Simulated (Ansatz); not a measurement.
**ZrSi2, response to strain**

The parent structure is ZrSi2 (space group Cmcm, No. 63; a = 3.704 Å, b = 14.792 Å, c = 3.679 Å). Axes: x, y, z lie along a, b, c of the conventional cell.

Strains are applied to the cell and any free atomic positions relax; under stress the whole cell relaxes.

All numbers come from PBE in Ansatz (plane waves to 420 eV, PAW, no spin-orbit coupling).

Notes on the quantities. energy relative to the base: free energy F.

```tsv
change	energy relative to the base	volume per atom
base	0 meV/atom	16.80 Å³
isotropic strain +3.81 %	___	18.79 Å³
uniaxial stress, 1 GPa compression along z	+0.2 meV/atom	___
uniaxial stress, 5 GPa compression along x	___	___
```

What belongs in the blanks?


- isotropic strain +3.81 %, energy relative to the base: +77 meV/atom
- uniaxial stress, 1 GPa compression along z, volume per atom: 16.77 Å³
- uniaxial stress, 5 GPa compression along x, energy relative to the base: +6.8 meV/atom
- uniaxial stress, 5 GPa compression along x, volume per atom: 16.62 Å³

Without a gap, meshes like the base's 13×13×13 leave anisotropic stresses uncertain by several tenths of a GPa, and small strain energies with them. Beyond what the load breaks, stability against distortions was not tested. All final runs are without spin polarisation.

Ansatz is a first-principles code.
